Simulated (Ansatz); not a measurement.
Ansatz (a quantum-chemistry and plane-wave program) run on ScPd3 (P4mm, 4 atoms in the cell): self-consistent single point.

Method: PBEsol, default PAW files made with PBE (plane waves; Ansatz).

```yaml
crystal:
  lattice:
    - [3.99955, 0.00000, 0.00000]
    - [0.00000, 3.99955, 0.00000]
    - [0.00000, 0.00000, 3.99955]
  atoms:
    - { symbol: Sc, position: [0.00000, 0.00000, 0.01250] }
    - { symbol: Pd, position: [0.50000, 0.50000, 0.00000] }
    - { symbol: Pd, position: [0.00000, 0.50000, 0.50000] }
    - { symbol: Pd, position: [0.50000, 0.00000, 0.50000] }
```

Reference input (self-consistent single point, DFT, PBEsol, plane waves, default PAW files made with PBE): basis.ecutwfc = 420 eV; kpoints.mp_grid.grid = 8 8 8; hamiltonian.xc = pbesol; hamiltonian.pseudopotentials = {kind: paw} (the program's default PAW files); scf.occupations.method = gaussian; scf.occupations.width = 0.1 eV. This run's input differs from it in these lines:

Ansatz 0.2 input:
```diff
@@ -14,3 +14,3 @@
 kpoints:
-  mp_grid: { grid: [8, 8, 8] }
+  mp_grid: { grid: [9, 9, 9] }
 hamiltonian:
```

Log, with long lists cut:

```
SCF iter   1: F=—  HF=-22834.737477 eV  |F-HF|=—  |Δ(HF+E_count)|=         —  Δρ=1.30e-2  dr2=1.37e-1  ethr=1.77e-3  ⟨swp⟩=4.7  Hψ=10020  notcnv=0
all-band conjugate gradients solve this SCF's bands
preconditioner: auto → Kerker (q_TF=auto, 2.736 Å⁻¹)
SCF iter   2: F=—  HF=-22834.719761 eV  |F-HF|=—  |Δ(HF+E_count)|=   1.77e-2  Δρ=4.65e-3  dr2=2.20e-2  ethr=2.11e-4  ⟨swp⟩=1.0  Hψ=3526  notcnv=0
SCF iter   3: F=—  HF=-22834.716889 eV  |F-HF|=—  |Δ(HF+E_count)|=   2.87e-3  Δρ=1.24e-3  dr2=1.79e-3  ethr=3.38e-5  ⟨swp⟩=1.5  Hψ=3157  notcnv=0
SCF iter   4: F=—  HF=-22834.716627 eV  |F-HF|=—  |Δ(HF+E_count)|=   2.61e-4  Δρ=2.29e-4  dr2=5.58e-5  ethr=2.75e-6  ⟨swp⟩=1.5  Hψ=3099  notcnv=0
SCF iter   5: F=—  HF=-22834.716595 eV  |F-HF|=—  |Δ(HF+E_count)|=   3.22e-5  Δρ=4.82e-5  dr2=1.73e-6  ethr=8.59e-8  ⟨swp⟩=2.0  Hψ=3973  notcnv=0
SCF iter   6: F=-22834.716595 eV  HF=-22834.716595 eV  |F-HF|=1.39e-8  |Δ(HF+E_count)|=   1.96e-7  Δρ=7.69e-6  dr2=3.99e-8  ethr=1.54e-10  ⟨swp⟩=5.9  Hψ=10757  notcnv=0
SCF 1 converged in 6 iterations: F = -22834.716595 eV  dr2 = 3.99e-8
Free energy (F): -22834.716595 eV
Internal energy: -22834.701396 eV  (E = F + TS)
E sigma→0 (E₀):  -22834.708996 eV
Entropy (-TS):   -0.015199 eV (-3.800 meV/atom)
Fermi energy:    17.151571 eV
--- Forces (eV/Å), atoms counted from 1 ---
  atom   1  Sc    -0.00000000     0.00000000    -0.20916838
  atom   2  Pd    -0.00000000     0.00000000     0.00126362
  atom   3  Pd     0.00000000     0.00000000     0.10393215
  atom   4  Pd     0.00000000     0.00000000     0.10393215
--- Stress (GPa, compression-positive) ---
       -6.442474       0.000000       0.000000
        0.000000      -6.442474       0.000000
        0.000000       0.000000      -6.426323
  P = ⅓ Tr σ = -6.4371 GPa (-64.371 kbar)
  The stress holds the Pulay correction. Without it, at fixed plane waves, as pw.x and ABINIT print it: P = -6.4735 GPa
```

The run converged in 6 iterations. Against the reference run the free energy rises by 3.4 meV/atom, the pressure moves little (-6.51 to -6.44 GPa) and the largest force moves little (0.212 to 0.209 eV/Å).

The starting cell comes from a database of computed structures (which also holds hypothetical and non-ambient phases and stackings), without a prior relaxation at this level. Its lattice was rescaled by up to half a per cent. One atom was moved a little off its site on purpose. Spin polarisation is off. With a pressure of about -6 GPa the cell is away from its equilibrium volume at this level. Ansatz's pressure includes its estimate of the finite-basis (Pulay) stress.
